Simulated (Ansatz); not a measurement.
The starting structures come from a database of crystals and need not be the phases stable at ambient conditions.

 Where the default PAW files enter, the runs use the earlier of Ansatz's two default sets.

The decay constant κ of evanescent states in the gap governs leakage through a thin film.

Given:

```yaml
crystal:
  lattice:
    - [3.80954, 0.00000, 0.00000]
    - [-1.90477, 3.29916, 0.00000]
    - [0.00000, 0.00000, 44.93615]
  atoms:
    - { symbol: Zn, position: [0.00000, 0.00000, 0.14290] }
    - { symbol: Zn, position: [0.66667, 0.33333, 0.07150] }
    - { symbol: Zn, position: [0.00000, 0.00000, 0.57140] }
    - { symbol: Zn, position: [0.00000, 0.00000, 0.78570] }
    - { symbol: Zn, position: [0.33333, 0.66667, 0.71430] }
    - { symbol: Zn, position: [0.33333, 0.66667, 0.28570] }
    - { symbol: Zn, position: [0.66667, 0.33333, 0.21440] }
    - { symbol: Zn, position: [0.66667, 0.33333, 0.64300] }
    - { symbol: Zn, position: [0.33333, 0.66667, 0.42860] }
    - { symbol: Zn, position: [0.00000, 0.00000, 0.92860] }
    - { symbol: Zn, position: [0.66667, 0.33333, 0.49990] }
    - { symbol: Zn, position: [0.00000, 0.00000, 0.35720] }
    - { symbol: Zn, position: [0.33333, 0.66667, 0.00010] }
    - { symbol: Zn, position: [0.33333, 0.66667, 0.85720] }
    - { symbol: S, position: [0.33333, 0.66667, 0.76780] }
    - { symbol: S, position: [0.00000, 0.00000, 0.98220] }
    - { symbol: S, position: [0.00000, 0.00000, 0.19650] }
    - { symbol: S, position: [0.66667, 0.33333, 0.69640] }
    - { symbol: S, position: [0.33333, 0.66667, 0.91070] }
    - { symbol: S, position: [0.33333, 0.66667, 0.48210] }
    - { symbol: S, position: [0.00000, 0.00000, 0.41080] }
    - { symbol: S, position: [0.33333, 0.66667, 0.33920] }
    - { symbol: S, position: [0.66667, 0.33333, 0.55340] }
    - { symbol: S, position: [0.00000, 0.00000, 0.83930] }
    - { symbol: S, position: [0.33333, 0.66667, 0.05360] }
    - { symbol: S, position: [0.66667, 0.33333, 0.26780] }
    - { symbol: S, position: [0.00000, 0.00000, 0.62500] }
    - { symbol: S, position: [0.66667, 0.33333, 0.12500] }
```

Space group of this cell: P3m1. The cell is strained (lengths along the current scaled by 1.03, ions clamped); by r2SCAN its mean pressure is -2.1 GPa.

Transport runs along the normal of the first two printed cell vectors, the (001) (indices of the unstrained crystal) plane of the conventional cell.

The gap is the functional's own. No spin-orbit coupling. Mid-gap values are interpolated on the energy grid.

Estimate the band gap and the smallest decay constant κ at mid-gap that Ansatz (a first-principles code) with r2SCAN returns for this system.

Gap 2.53 eV on a 12×12×1 mesh; κ = 0.164 1/Å, at the zone centre.
